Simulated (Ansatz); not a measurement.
An Ansatz (a quantum-chemistry and plane-wave program) run: ZnAu with a change (Zn → Ge); Ansatz PBE, scalar-relativistic without spin-orbit coupling.

Input:

Ansatz 0.2 input:
```yaml
crystal:
  lattice:
    - [3.3534101719, 0, 0]
    - [0, 3.3534101719, 0]
    - [0, 0, 3.3534101719]
  atoms:
    - { symbol: Ge, position: [0.5, 0.5, 0.5] }
    - { symbol: Au, position: [0, 0, 0] }
basis: { ecutwfc: 420, ecutrho_ratio: 4, xc_grid: 2, fft_grid_basis: typed }
kpoints: { mp_grid: { grid: [14, 14, 14] } }
hamiltonian:
  xc: pbe
  dispersion: none
  pseudopotentials: { kind: paw }
scf: { occupations: { method: fermi_dirac, width: 0.05 }, convergence: { dr2_threshold: 0.0000000002 } }
output: { forces: true, stress: true }
checkpoint: { write: state.ck, write_every: 1000 }
```

Output (explanatory and most iteration lines left out):

```
Pseudopotential: Ge, paw, valence charge 14
Pseudopotential: Au, paw, valence charge 19
Crystal: 2 atoms, lattice volume = 37.710 Å³
Basis set: ecut = 420 eV, 739 PW (Γ), exchange–correlation on 48×48×48 points (8 copies of the dense FFT grid, shifted against one another)
Bands: 21, of which v1, the nominal top of the filled ones, is band 17 counted from 1 (16 counted from 0)
Symmetry: 48 space group operations
Space group: Pm-3m (ITA 221), of the structure as read, at distance tolerance 3.4e-5 Å
k-points: 120 of 2744
Functional: x = pbe(κ = 0.804, μ = 0.2195149727645171), c = pbe(β = 0.06672455060314922)
SCF iter   1: F=—  HF=-17444.062610 eV  |F-HF|=—  |Δ(HF+E_count)|=         —  Δρ=1.99e-3  dr2=1.86e-3  ethr=1.77e-3  ⟨swp⟩=5.8  Hψ=10257  notcnv=0
SCF iter   2: F=—  HF=-17444.063000 eV  |F-HF|=—  |Δ(HF+E_count)|=   3.90e-4  Δρ=1.07e-3  dr2=4.39e-4  ethr=5.63e-6  ⟨swp⟩=2.0  Hψ=4340  notcnv=0
SCF 1 converged in 8 iterations: F = -17444.063016 eV  dr2 = 6.82e-11
SCF converged after 8 iterations
Free energy (F): -17444.063016 eV
Internal energy: -17444.056458 eV  (E = F + TS)
E sigma→0 (E₀):  -17444.059737 eV
Entropy (-TS):   -0.006558 eV (-3.279 meV/atom)
Fermi energy:    14.826458 eV
--- Forces (eV/Å), atoms counted from 1 ---
  atom   1  Ge     0.00000000     0.00000000    -0.00000000
  atom   2  Au    -0.00000000     0.00000000     0.00000000
--- Stress (GPa, compression-positive) ---
        0.000058       0.000000       0.000000
        0.000000       0.000058      -0.000000
        0.000000       0.000000       0.000058
  P = ⅓ Tr σ = 0.0001 GPa (0.001 kbar)
```

Stability against distortions was not tested. The final runs are not spin-polarised. An odd electron count without spin: AuGe. The cell was made from ZnAu by this change: Zn → Ge; the result is a hypothetical phase, not in the database extracts checked.
